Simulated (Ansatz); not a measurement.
Given:

```
CELL_PARAMETERS angstrom
      0.00000     2.83718     2.83718
      2.83718     0.00000     2.83718
      2.83718     2.83718     0.00000
ATOMIC_POSITIONS crystal
  As 0.75000 0.75000 0.75000
  Al 0.00000 0.00000 0.00000
```

No spin polarisation.

The values are results of PBEsol (Ansatz, a quantum-chemistry and plane-wave program, PAW, no spin-orbit coupling), earlier PAW set, not measurements. Settings: 10×10×10 k-points, 0.05 eV Fermi–Dirac smearing.

**Question.** What space group does the calculation give?

**Answer.** F-43m (No. 216).

**Question.** What is the computed hole mass (degenerate bands, along [100])?

**Answer.** 0.11, 0.48, 0.48 mₑ (at Γ).

**Question.** Estimate the electron mass.

**Answer.** 0.86 mₑ along k, 0.23 mₑ across (at X).

The levels and masses belong to the bands next to the band gap. Effective masses come from finite differences of ±0.01 Å⁻¹. Along k means along the line from Γ to the band edge. Stability against distortions was not tested. The cell was made from GaAs by this change: Ga → Al.
